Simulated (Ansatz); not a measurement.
The parent structure is a 10-atom supercell of Cs2AgBiBr6 (space group Fm-3m, No. 225; a = 11.187 Å) at its relaxed geometry.

The values are results of PBEsol in Ansatz (plane waves to 420 eV, PAW, scalar-relativistic without spin-orbit coupling), not measurements.

Base values:

* **Pressure**: 0.0 GPa

Perturbation: one Br atom is replaced by Cs, atoms relaxed at fixed cell, starting from a slightly rattled geometry.

Tabulated Pauling electronegativity and covalent radius: Br 2.96, 1.20 Å; Cs 0.79, 2.44 Å.

Problem. What does the calculation give for the pressure, largest displacement of a host atom from its site in the perfect cell and shift of the substituted atom off its lattice site after the change?

Solution. The pressure goes from zero to 2.6 GPa; the largest displacement of a host atom from its site in the perfect cell amounts to 2.48 Å; the shift of the substituted atom off its lattice site amounts to 0.76 Å.

Other magnetic orders, which the real material may have, were not ruled out. In so small a cell the defect repeats every few ångströms: this is an ordered compound, not a dilute defect. Seeded moments were not kept for Cs on a Br site (antisite). The defect cell is spin-polarised and ends with 0.0 μB.

Ansatz is a quantum-chemistry and plane-wave program.
